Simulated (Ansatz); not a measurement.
Bulk modulus of NiAl (model structure, Cmcm, No. 63, 4 atoms in the cell) at several levels of theory

No measured value is used here.

```
level (code)     value (GPa)  cell (Å³/atom)
---------------  -----------  --------------
LDA (Ansatz)             167           11.83
PBEsol (Ansatz)          157           12.20
r²SCAN (Ansatz)          162           12.19
```

Spin-polarised start: LDA, PBEsol, r²SCAN. LDA, PBEsol, r²SCAN: the starting moments vanished in the run, and other orders were not tried. LDA, PBEsol, r²SCAN: the bulk modulus is −V dP/dV from two relaxed cells at ±2 % in volume. Each level is taken at its own relaxed cell. Cutoffs differ between the levels. Ansatz's density-functional and Hartree–Fock values are scalar-relativistic unless marked +SOC, with PAW data made under PBE.

A model structure was made by putting elements into a prototype or built by hand; it is no filed structure, need not be a known phase, and can be a saddle point held by its symmetry.

Ansatz is a quantum-chemistry and plane-wave program.
